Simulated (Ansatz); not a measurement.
The starting structures come from a database of crystals and need not be the phases stable at ambient conditions.

By PBEsol, the system below comes out a metal.

Without scattering a metal conducts by its projected Fermi surface.

Given:

```yaml
crystal:
  lattice:
    - [3.05745, 0.00000, 0.00000]
    - [-1.52873, 2.64783, 0.00000]
    - [0.00000, 0.00000, 13.68598]
  atoms:
    - { symbol: Ti, position: [0.33333, 0.66667, 0.08401] }
    - { symbol: Ti, position: [0.66667, 0.33333, 0.91599] }
    - { symbol: Ti, position: [0.66667, 0.33333, 0.58401] }
    - { symbol: Ti, position: [0.33333, 0.66667, 0.41599] }
    - { symbol: Al, position: [0.33333, 0.66667, 0.75000] }
    - { symbol: Al, position: [0.66667, 0.33333, 0.25000] }
    - { symbol: C, position: [0.00000, 0.00000, 0.00000] }
    - { symbol: C, position: [0.00000, 0.00000, 0.50000] }
```

The cell is taken as given; by PBEsol it stands under a pressure of -3.3 GPa.

The current flows along the normal of the first two printed cell vectors, the (001) plane of the conventional cell. No spin-orbit coupling; the value is a mean over 0.1 eV about the Fermi level.

### Question
Predict the ballistic conductance per area from PBEsol run with Ansatz (a quantum-chemistry and plane-wave program).

### Answer
0.18 × 10¹⁵ S/m² for both spins.
